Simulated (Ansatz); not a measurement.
Electronic density of states of amorphous Si$_{24}$O$_{47}$F$_{2}$, density 2.21 g/cm³, on a 2×2×2 Γ-centred mesh with a Gaussian width of 0.1 eV; energies count from the Fermi level, whose place inside the gap is arbitrary. Cell and mesh are small, so fine structure isn't converged. All values below come from PBE, scalar-relativistic without spin-orbit coupling (plane waves to 420 eV, PAW; Ansatz, an electronic-structure program). Sampling: a 2×2×2 Γ-centred mesh; Fermi-Dirac width 0.02 eV; no spin polarisation. At PBE the levels at the filled edge of the gap are localised (band-tail or defect states).

A CHGNet melt-quench gave the starting glass, which DFT then relaxed. O and F atoms were pushed apart under 1.9 Å during the dynamics, to hinder bonds among them. The hot cell started wider than the set density and was brought back towards it in steps. It is the lowest in DFT energy of 2 quenches. It is a model cell: composition and starting density were chosen by hand, and all elements were melted together. No dispersion term was used. Its density started from a set value of 2.21 and ended at 2.21 g/cm³. Cooling (nominally 400 K/ps over its main leg) ran many orders faster than in experiment, which tends to leave more defects and strain. One small periodic cell is one sample of the glass; other quenches scatter about these values. The volume was held where the preparation left it, at a PBE pressure of 1.3 GPa. Stress components on the final sampling reach 4.6 GPa.

(E - EF (eV), states/(eV atom)): (-12.00, 0.00); (-11.90, 0.00); (-11.80, 0.00); (-11.70, 0.04); (-11.60, 0.15); (-11.50, 0.20); (-11.40, 0.19); (-11.30, 0.17); (-11.20, 0.15); (-11.10, 0.14); (-11.00, 0.18); (-10.90, 0.20); (-10.80, 0.19); (-10.70, 0.19); (-10.60, 0.18); (-10.50, 0.19); (-10.40, 0.20); (-10.30, 0.21); (-10.20, 0.19); (-10.10, 0.11); (-10.00, 0.11); (-9.90, 0.20); (-9.80, 0.26); (-9.70, 0.25); (-9.60, 0.25); (-9.50, 0.25); (-9.40, 0.18); (-9.30, 0.20); (-9.20, 0.19); (-9.10, 0.18); (-9.00, 0.22); (-8.90, 0.19); (-8.80, 0.19); (-8.70, 0.22); (-8.60, 0.22); (-8.50, 0.16); (-8.40, 0.21); (-8.30, 0.37); (-8.20, 0.55); (-8.10, 0.63); (-8.00, 0.60); (-7.90, 0.58); (-7.80, 0.61); (-7.70, 0.53); (-7.60, 0.42); (-7.50, 0.49); (-7.40, 0.59); (-7.30, 0.60); (-7.20, 0.40); (-7.10, 0.20); (-7.00, 0.16); (-6.90, 0.15); (-6.80, 0.28); (-6.70, 0.32); (-6.60, 0.12); (-6.50, 0.06); (-6.40, 0.22); (-6.30, 0.34); (-6.20, 0.31); (-6.10, 0.38); (-6.00, 0.50); (-5.90, 0.53); (-5.80, 0.58); (-5.70, 0.57); (-5.60, 0.53); (-5.50, 0.55); (-5.40, 0.59); (-5.30, 0.63); (-5.20, 0.66); (-5.10, 0.74); (-5.00, 0.85); (-4.90, 0.85); (-4.80, 0.84); (-4.70, 0.87); (-4.60, 0.84); (-4.50, 0.89); (-4.40, 0.93); (-4.30, 0.92); (-4.20, 0.87); (-4.10, 0.85); (-4.00, 0.84); (-3.90, 0.85); (-3.80, 0.85); (-3.70, 0.77); (-3.60, 0.73); (-3.50, 0.72); (-3.40, 0.73); (-3.30, 0.75); (-3.20, 0.79); (-3.10, 0.76); (-3.00, 0.66); (-2.90, 0.63); (-2.80, 0.54); (-2.70, 0.45); (-2.60, 0.27); (-2.50, 0.06); (-2.40, 0.00); (-2.30, 0.00); (-2.20, 0.00); (-2.10, 0.00); (-2.00, 0.00); (-1.90, 0.00); (-1.80, 0.00); (-1.70, 0.00); (-1.60, 0.00); (-1.50, 0.00); (-1.40, 0.00); (-1.30, 0.00); (-1.20, 0.00); (-1.10, 0.00); (-1.00, 0.00); (-0.90, 0.00); (-0.80, 0.00); (-0.70, 0.00); (-0.60, 0.00); (-0.50, 0.00); (-0.40, 0.00); (-0.30, 0.00); (-0.20, 0.00); (-0.10, 0.00); (0.00, 0.00); (0.10, 0.00); (0.20, 0.00); (0.30, 0.00); (0.40, 0.00); (0.50, 0.00); (0.60, 0.00); (0.70, 0.00); (0.80, 0.00); (0.90, 0.00); (1.00, 0.00); (1.10, 0.00); (1.20, 0.00); (1.30, 0.00); (1.40, 0.00); (1.50, 0.00); (1.60, 0.00); (1.70, 0.00); (1.80, 0.00); (1.90, 0.00); (2.00, 0.00); (2.10, 0.00); (2.20, 0.00); (2.30, 0.00); (2.40, 0.00); (2.50, 0.01); (2.60, 0.02); (2.70, 0.00); (2.80, 0.00); (2.90, 0.02); (3.00, 0.04); (3.10, 0.05); (3.20, 0.07); (3.30, 0.05); (3.40, 0.05); (3.50, 0.07); (3.60, 0.09); (3.70, 0.07); (3.80, 0.09); (3.90, 0.08); (4.00, 0.08); (4.10, 0.09); (4.20, 0.08); (4.30, 0.09); (4.40, 0.10); (4.50, 0.10); (4.60, 0.14); (4.70, 0.18); (4.80, 0.19); (4.90, 0.19); (5.00, 0.23); (5.10, 0.26); (5.20, 0.29); (5.30, 0.27); (5.40, 0.24); (5.50, 0.23); (5.60, 0.24); (5.70, 0.28); (5.80, 0.35); (5.90, 0.40); (6.00, 0.42); (6.10, 0.47); (6.20, 0.50); (6.30, 0.49); (6.40, 0.51); (6.50, 0.57)

The level gap on this mesh is 5.18 eV; the broadening fills part of it in the curve.
